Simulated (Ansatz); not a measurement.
The parent structure is Ge₂Sb₂Te₅ (space group P-3m1, No. 164).

```yaml
crystal:
  lattice:
    - [4.22322, 0.00000, 0.00000]
    - [-2.11161, 3.65742, 0.00000]
    - [0.00000, 0.00000, 16.87082]
  atoms:
    - { symbol: Te, position: [0.00000, 0.00000, 0.00000] }
    - { symbol: Ge, position: [0.66667, 0.33333, 0.10035] }
    - { symbol: Ge, position: [0.33333, 0.66667, 0.89965] }
    - { symbol: Te, position: [0.33333, 0.66667, 0.19856] }
    - { symbol: Te, position: [0.66667, 0.33333, 0.80144] }
    - { symbol: Sb, position: [0.00000, 0.00000, 0.31708] }
    - { symbol: Sb, position: [0.00000, 0.00000, 0.68292] }
    - { symbol: Te, position: [0.66667, 0.33333, 0.41909] }
    - { symbol: Te, position: [0.33333, 0.66667, 0.58091] }
```

Cartesian axes are those of the cell as printed.

Method: Kohn–Sham DFT with the PBEsol functional, run in Ansatz (an electronic-structure program) with PAW and 420 eV plane waves, spin-orbit coupling left out.

Before the change:

- Shortest interatomic distance = 2.948 Å
- Pressure = 0.00 GPa

Perturbation: the cell is compressed by 1.02 % along x with no lateral relaxation, atoms relaxed at fixed cell.

Predict the new largest internal atomic displacement, shortest interatomic distance and pressure.

The largest internal atomic displacement is 0.024 Å; the shortest interatomic distance decreases by 0.013 Å to 2.935 Å; the pressure (mean of the normal stresses, compression positive) goes from zero to 0.48 GPa.

The cells carry an imposed strain or load. Stability against distortions was not tested.
